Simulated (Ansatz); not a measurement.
An Ansatz (a first-principles code) input (Kohn–Sham DFT with the PBEsol functional, run in Ansatz with PAW and 420 eV plane waves, scalar-relativistic without spin-orbit coupling):

Ansatz 0.2 input:
```yaml
crystal:
  lattice:
    - [7.8609868858, 0, 0]
    - [3.9304934429, 6.8078143419, 0]
    - [3.9304934429, -2.2692714473, 6.7935742411]
  atoms:
    - { symbol: Cs, position: [0.5, 0.25, 0.75] }
    - { symbol: Cs, position: [0.5, 0.75, 0.25] }
    - { symbol: Sn, position: [0, 0, 0] }
    - { symbol: I, position: [0.5030378576, 0.2484810712, 0.2484810712] }
    - { symbol: I, position: [0.4969621424, 0.7515189288, 0.7515189288] }
    - { symbol: I, position: [1, 0.7515189288, 0.2484810712] }
    - { symbol: I, position: [1, 0.2484810712, 0.7515189288] }
    - { symbol: I, position: [1, 0.2484810712, 0.2484810712] }
    - { symbol: I, position: [1, 0.7515189288, 0.7515189288] }
basis: { ecutwfc: 420, ecutrho_ratio: 4, xc_grid: 2, fft_grid_basis: typed }
kpoints: { mp_grid: { grid: [7, 7, 7] } }
hamiltonian:
  xc: pbesol
  dispersion: none
  pseudopotentials: { kind: paw }
scf: { occupations: { method: fermi_dirac, width: 0.05 } }
relax: { f_tol: 0.005, max_steps: 50, cell: { stress_tol: 0.01, fix: [a, b, gamma] } }
output: { forces: true, stress: true }
checkpoint: { write: state.ck, write_every: 1000 }
```

Q: Which symmetry and how many k-points will the program report, and about how many plane waves at Γ?

A: Space group R-3m (ITA 166) with 12 operations, k-points 44 of 343, and 7085 plane waves at Γ.

Q: And the final pressure?

A: 0.90 GPa (compression positive).

The cells carry an imposed strain or load. Whether these cells are dynamically stable was not tested. All final runs are without spin polarisation. The cell was made from Cs₂SnI₆ (space group Fm-3m, No. 225) by this change: biaxial strain −3.75 %, plane normal [111], relaxed out of plane.
